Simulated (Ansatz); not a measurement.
MgS (model structure, started from the HgTe type, Fm-3m, No. 225, 6 atoms in the cell), treated with PBE-D3(BJ) (Ansatz, a first-principles code, plane waves, PAW).

Settings: plane-wave cutoff 520 eV, 12×12×4 k mesh (along the axes of the cell as run), Fermi–Dirac smearing 0.01 eV, scalar-relativistic PAW data made under PBE.

Cell (relaxed at this level):

```cif
data_Mg3S3
_chemical_formula_sum 'Mg3 S3'
_space_group_name_H-M_alt 'P 1'
_space_group_IT_number 1
_cell_length_a 3.64516
_cell_length_b 3.64516
_cell_length_c 8.92902
_cell_angle_alpha 90.000
_cell_angle_beta 90.000
_cell_angle_gamma 120.000
loop_
_space_group_symop_operation_xyz
  'x, y, z'
loop_
_atom_site_label
_atom_site_type_symbol
_atom_site_fract_x
_atom_site_fract_y
_atom_site_fract_z
_atom_site_occupancy
Mg1 Mg 0.33332 0.33332 0.00000 1
Mg2 Mg 0.66668 0.00000 0.33333 1
Mg3 Mg 0.00000 0.66668 0.66667 1
S1 S 0.33335 0.33335 0.50000 1
S2 S 0.66665 0.00000 0.83333 1
S3 S 0.00000 0.66665 0.16667 1
```

Q: What does this level give for the band gap and direct gap at Γ?

A: 
band gap: 2.85 eV (on the SCF k mesh)
direct gap at Γ: 3.95 eV

Static lattice: no zero-point or thermal effects.

A model structure was made by putting elements into a prototype or built by hand; here it ended with the formula and space group of a phase in our tables.
